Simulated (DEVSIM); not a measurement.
Si n-i-p diode

System: Si n-i-p diode, at 300 K.

```csv
layer (left to right),material,thickness (μm),Nd (cm⁻³),Na (cm⁻³),τn (s),τp (s)
1,Si,0.910,1.5e18,-,0.00019,0.00019
2,Si,27.0,-,2.9e13,0.00057,0.00019
3,Si,0.680,-,3.7e18,0.00019,0.00019
```

Left contact: ohmic. Right contact: ohmic. Voltage is applied to the left contact. Recombination: SRH at mid-gap, Auger. Mobility is constant in doping.

The device is made up for the run: typed textbook-type constants, with dimensions and the other settings drawn at random. Values at 300 K.

| parameter | Si |
|---|---|
| gap (eV) | 1.124 |
| affinity (eV) | 4.05 |
| permittivity | 11.7 |
| Nc (cm⁻³) | 2.86e19 |
| Nv (cm⁻³) | 3.1e19 |
| μn (cm²/Vs) | 1417 |
| μp (cm²/Vs) | 470 |
| Cn (cm⁶/s) | 2.8e-31 |
| Cp (cm⁶/s) | 9.9e-32 |

Model (solved in DEVSIM): 1D drift-diffusion, Boltzmann statistics, complete ionisation; no tunnelling, impact ionisation, image-force lowering or self-heating.

| Quantity | Result |
|---|---|
| Potential step across the device at zero bias | 0.993 V |
| Dark forward voltage at 1 A/cm² | 0.678 V |
| Dark forward voltage at 100 A/cm² | 0.815 V |

Dark forward current:

(V (V), J (A/cm²)): (-0.05, -3.6e-10); (-0.10, -1.5e-9); (-0.15, -6.1e-9); (-0.20, -2.8e-8); (-0.25, -1.5e-7); (-0.30, -8.7e-7); (-0.35, -5.4e-6); (-0.40, -3.2e-5); (-0.45, -0.00019); (-0.50, -0.0012); (-0.55, -0.0078); (-0.60, -0.052); (-0.65, -0.35); (-0.70, -2.3); (-0.75, -13); (-0.80, -67); (-0.85, -260); (-0.90, -790); (-0.95, -1900); (-1.00, -3700)
